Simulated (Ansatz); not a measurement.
Response to strain in hypothetical zinc blende KH

Base system: KH in the zinc blende structure (space group F-43m, No. 216; a = 6.209 Å; a hypothetical phase, not in the database extracts checked). Axes: x, y, z lie along the cube axes.

Strains are applied to the cell and any free atomic positions relax; under biaxial strain the out-of-plane vector relaxes too.

Level of theory: PBE, PAW, 420 eV (Ansatz, a program for electronic structure; no spin-orbit coupling).

Notes on the quantities. in-plane stress: mean in-plane stress (compression positive).

```csv
variant,in-plane stress,out-of-plane strain,smallest direct gap
base,–,–,3.80 eV
"biaxial strain −2.23 %, plane normal [001], relaxed out of plane",+0.2 GPa,+3.40 %,3.72 eV
"biaxial strain +1.05 %, plane normal [001], relaxed out of plane",0.0 GPa,-1.75 %,3.78 eV
"biaxial strain +4.31 %, plane normal [001], relaxed out of plane",0.0 GPa,-9.19 %,3.68 eV
"biaxial strain −2.54 %, plane normal [110], relaxed out of plane",+0.4 GPa,+2.43 %,3.78 eV
"biaxial strain −4.42 %, plane normal [111], relaxed out of plane",+1.0 GPa,+2.78 %,3.81 eV
"biaxial strain +0.34 %, plane normal [111], relaxed out of plane",-0.1 GPa,-0.17 %,3.80 eV
"biaxial strain +2.93 %, plane normal [111], relaxed out of plane",-0.5 GPa,-1.99 %,3.80 eV
uniaxial strain ε_xx = −1.76 %,–,–,3.79 eV
uniaxial strain ε_zz = +4.27 %,–,–,3.73 eV
```

Stability against distortions was not tested.
